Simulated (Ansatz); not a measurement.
The reference is ScAs in the rock salt structure (space group Fm-3m, No. 225; a = 5.4103 Å; relaxed with 0.1 eV smearing). Axes: x, y, z lie along the cube axes.

All numbers come from Ansatz (a program for electronic structure) PBEsol, scalar-relativistic without spin-orbit coupling.

One thing is altered: uniaxial strain ε_xx = −0.57 %, all other strain components held at zero; the atoms relax in the strained cell.

**Question.** Estimate the effect on the stress.

**Answer.** The stress (xx, yy, zz, yz, xz, xy; compression positive) amounts to (1.3, 0.2, 0.2, 0.0, 0.0, 0.0) GPa.

No phonon test of stability was made. All final runs are without spin polarisation.
